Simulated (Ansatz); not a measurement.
Habitual settings against a tight run: Sn₂GeTe₃ (P-3m1, 6 atoms in the cell)

Self-consistent single point.

```yaml
crystal:
  lattice:
    - [4.33736, 0.00000, 0.00000]
    - [-2.16868, 3.75626, 0.00000]
    - [0.00000, 0.00000, 10.76269]
  atoms:
    - { symbol: Sn, position: [0.33333, 0.66667, 0.82714] }
    - { symbol: Sn, position: [0.66667, 0.33333, 0.17286] }
    - { symbol: Ge, position: [0.00000, 0.00000, 0.50000] }
    - { symbol: Te, position: [0.33333, 0.66667, 0.34809] }
    - { symbol: Te, position: [0.66667, 0.33333, 0.65191] }
    - { symbol: Te, position: [0.00000, 0.00000, 0.00000] }
```

Method: LDA (PW92), harder PAW files (source: ansatz) made with PBE (plane waves; Ansatz, a first-principles code).

Base settings: basis.ecutwfc = 820 eV; kpoints.mp_grid.grid = 9 9 3; hamiltonian.xc = lda; hamiltonian.pseudopotentials = {kind: paw, source: ansatz}; scf.occupations.method = gaussian; scf.occupations.width = 0.272 eV.

Tight run (finer mesh or higher cutoff; not a proven limit): basis.ecutwfc: 820 eV → 1150 eV; kpoints.mp_grid.grid: 9 9 3 → 13 13 5; scf.convergence.dr2_threshold: default (1e-07 eV) → 1e-09 eV. It gave pressure -1.26 GPa; largest force (vector length) 0.074 eV/Å.

Quick runs, as changes from the base:
- A: the base itself
- B: basis.ecutwfc: 820 eV → 575 eV; kpoints.mp_grid.grid: 9 9 3 → 4 4 4; hamiltonian.xc: lda → pbesol [PBEsol]
- C: kpoints.mp_grid.grid: 9 9 3 → 4 4 4; scf.occupations.method: gaussian → fermi_dirac; scf.occupations.width: 0.272 eV → 0.2 eV
- D: basis.ecutwfc: 820 eV → 655 eV; kpoints.mp_grid.grid: 9 9 3 → 6 6 6; hamiltonian.xc: lda → pbesol; scf.occupations.method: gaussian → cold; scf.occupations.width: 0.272 eV → 0.136 eV [PBEsol]
- E: basis.ecutwfc: 820 eV → 410 eV; kpoints.mp_grid.grid: 9 9 3 → 2 2 2

Energies are extrapolated to zero smearing width, which holds to low order in the width alone.

Dashes: energy of B, D, another energy zero; time of B, C, E, under 30 s.

† marks runs with another functional, U, potentials or spin treatment: their distance from the tight run is not a convergence error alone.

The count of work is k-points × plane waves × bands × iterations; it is no time. Core times come from one kind of shared machine and are given to one figure; runs under 30 s give none.

Pressures in the table are Ansatz's without its Pulay estimate, at a fixed set of plane waves; the tight run's value above holds the estimate.

The starting cell comes from a database of computed structures (which also holds hypothetical and non-ambient phases and stackings), without a prior relaxation at this level. Its lattice was rescaled by a random factor within 2.5 % of one. A gap is left out here, as mesh or smearing make it unsure.

| run | energy less tight (meV/atom) | pressure less tight (GPa) | largest miss in a force vector (eV/Å) | count of work / tight | core time / tight (rough) |
|---|---|---|---|---|---|
| A | 0.2 | -0.01 | 0.003 | 0.17 | 0.2 |
| B† | – | -1.55 | 0.026 | 0.042 | – |
| C | 3.9 | -0.15 | 0.015 | 0.075 | – |
| D† | – | 0.90 | 0.025 | 0.13 | 0.2 |
| E | 2757.6 | -80.46 | 0.398 | 0.0078 | – |

Among the runs at the tight run's level, the energy misses run from 0.2 to 2757.6 meV/atom.

Left out of this page: 1 run of the series unsound by tests on forces, stress, charge or solver warnings.

Keys are those of Ansatz 0.2.
